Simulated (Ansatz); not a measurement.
The reference is CsPbBr3 in the cubic perovskite structure (space group Pm-3m, No. 221; a = 5.872 Å).

All numbers come from Ansatz (a program for electronic structure) PBEsol, spin-orbit coupling left out.

One change was made to it. Results:

The band gap changes from 1.43 eV to zero; the volume per atom falls by 12.223 Å³, from 40.50 Å³ to 28.27 Å³.

Problem. Name the change that was made.
(A) pressure −2 GPa
(B) pressure 45 GPa
(C) pressure 18 GPa
(D) pressure 4.2 GPa
(E) pressure −1 GPa

Solution. C, pressure 18 GPa. For comparison, the volume per atom in the other runs: pressure 4.2 GPa gives 35.21 Å³; pressure −2 GPa gives 45.89 Å³; pressure −1 GPa gives 42.69 Å³; pressure 45 GPa gives 23.02 Å³.

A case with no gap was solved on a k-mesh chosen for an insulator, which is coarse for it. With Pb present, leaving out spin-orbit coupling can change the band edges. Load acts through the strain it causes; cell and atoms are relaxed under it. Whether these cells are dynamically stable was not tested. Competing high-pressure phases were not computed. The final runs are not spin-polarised. Many cubic perovskites are stable only at high temperature; tilts and polar distortions were not tested. This is not the structure that CsPbBr3 has at room temperature and ambient pressure. The zero or small gap of CsPbBr3 under pressure 18 GPa and CsPbBr3 under pressure 45 GPa can change with the level of theory.
